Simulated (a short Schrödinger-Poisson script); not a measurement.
System: gated Al0.33Ga0.67N/GaN polarisation-induced gas, at 77 K.

```
layer       material  thickness (nm)  Na (cm⁻³)
-----  -------------  --------------  ---------
1      Al0.33Ga0.67N              20          -
2                GaN            6000       5e15
```

The device is made up for the run: typed textbook-type constants, with dimensions and the other settings drawn at random. Al0.33Ga0.67N: permittivity 9.3, conduction-band edge (eV) 0.462, gap (eV) 4.09, electron mass (mₑ) 0.24, Nv at 300 K (cm⁻³) 4.6e19. GaN: permittivity 9.5, conduction-band edge (eV) 0, gap (eV) 3.43, Nv at 300 K (cm⁻³) 4.6e19.

Channel valleys (confinement mass, in-plane density-of-states mass, number): Γ 0.2, 0.2, 1. At the gate the conduction-band edge of layer 1 lies 1.27 eV − eVg above the Fermi level of the channel; the field vanishes at the back. Sheet of polarisation charge: +1.6e13 e/cm² at 20 nm from the gate. The barrier under the gate holds no holes. Gaps are held at their typed values at every temperature. Mesh 0.08 nm at interfaces.

From a short Schrödinger-Poisson script (our own, NumPy): 1D Poisson equation in equilibrium, electrons quantum, Hartree (BenDaniel-Duke, 40 states a valley, the channel's in-plane mass for all, wave functions free to enter the barrier), parabolic valleys, classical holes, full ionisation, no traps, pinning or gate leakage.

The same stack at other levels of the model or other numerical settings:

```
run                                                                  sheet density of all electrons at Vg = 0.5 V (cm⁻²)  sheet density of all electrons at Vg = -3.5 V (cm⁻²)  capacitance at Vg = 0.5 V (μF/cm²)  centroid of the channel electrons at Vg = 0.5 V (nm)  rough cost against the base
-------------------------------------------------------------------  ---------------------------------------------------  ----------------------------------------------------  ----------------------------------  ----------------------------------------------------  ---------------------------
base                                                                                                             1.37e13                                               3.96e12                               0.397                                                  1.59                      about 1
electrons treated as classical, Boltzmann                                                                        1.46e13                                               4.38e12                               0.409                                                  0.19                         0.02
electrons treated as classical, Fermi-Dirac                                                                      1.37e13                                               4.06e12                               0.388                                                  1.37                         0.08
electrons treated as quantum, Hartree plus LDA exchange-correlation                                              1.38e13                                               4.05e12                               0.398                                                  1.46                            2
mesh six times as coarse                                                                                         1.37e13                                               3.96e12                               0.398                                                  1.53                          0.2
one subband a valley                                                                                             1.37e13                                               3.96e12                               0.395                                                  1.35                          0.3
```

The classical rows ignore confinement, and Boltzmann statistics overrate the density once the band edge passes the Fermi level.
